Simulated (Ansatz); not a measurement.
An ideal cubic perovskite cell is held by its symmetry; such compounds can tilt or shift off centre at room temperature. The starting structures come from a database of crystals and need not be the phases stable at ambient conditions.

Evanescent states of RbPbF$_{3}$ (Pm-3m, cubic perovskite, not sure to be the ambient phase, 5 atoms a cell, 23.0 Å³ an atom, -2 GPa at this level) along the normal of (111)

Calculation: PBEsol (plane waves, PAW; Ansatz, a first-principles code).

The gap is the functional's own. No spin-orbit coupling. Mid-gap values are interpolated on the energy grid.

Energies count from the valence-band top; κ is the least over a 6×6 mesh across the current.

```tsv
E (eV)	κ (1/Å)	where
0.07	0.083	Γ
0.23	0.139	Γ
0.38	0.175	Γ
0.53	0.201	Γ
0.68	0.220	Γ
0.82	[?]	Γ
0.97	[?]	Γ
1.12	[?]	Γ
1.27	[?]	Γ
1.43	[?]	Γ
1.57	[?]	Γ
1.73	[?]	Γ
1.88	[?]	Γ
2.02	[?]	Γ
2.17	[?]	Γ
2.33	0.215	Γ
2.48	0.195	Γ
2.62	0.168	Γ
2.77	0.130	Γ
2.92	0.066	Γ
```

Problem. Fill in the missing entries.

Solution. 
- 0.82, κ (1/Å): 0.236
- 0.97, κ (1/Å): 0.247
- 1.12, κ (1/Å): 0.255
- 1.27, κ (1/Å): 0.260
- 1.43, κ (1/Å): 0.262
- 1.57, κ (1/Å): 0.262
- 1.73, κ (1/Å): 0.258
- 1.88, κ (1/Å): 0.252
- 2.02, κ (1/Å): 0.243
- 2.17, κ (1/Å): 0.231
